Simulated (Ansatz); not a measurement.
Take SnSe$_{2}$ in the CdI2 type structure (space group P-3m1, No. 164; layered, stacked along the Cartesian z axis) as the base.

```xyz
3
Lattice="3.8402 0.0000 0.0000 -1.9201 3.3257 0.0000 0.0000 0.0000 6.0066" Properties=species:S:1:pos:R:3 pbc="T T T"
Sn     0.0000     0.0000     0.0000
Se     0.0000     2.2171     1.5935
Se     1.9201     1.1086     4.4130
```

The values are results of PBE-D3(BJ)/PAW in Ansatz (a quantum-chemistry and plane-wave program), no spin-orbit coupling, not measurements.

Strains are applied to the cell and any free atomic positions relax.

One change was made to it. Results:

| quantity | base | after |
|---|---|---|
| smallest direct gap | 0.82 eV | 0.93 eV |
| band gap | 0.36 eV | 0.30 eV |
| energy relative to the base (free energy F) | 0 meV/atom | +3.0 meV/atom |

Task: What was done to the base?
(A) isotropic strain −1.00 %
(B) isotropic strain −0.50 %
(C) isotropic strain −3.00 %

Result: A, isotropic strain −1.00 %. For comparison, the energy relative to the base in the other runs: isotropic strain −0.50 % gives +0.7 meV/atom; isotropic strain −3.00 % gives +30 meV/atom.

Whether these cells are dynamically stable was not tested.
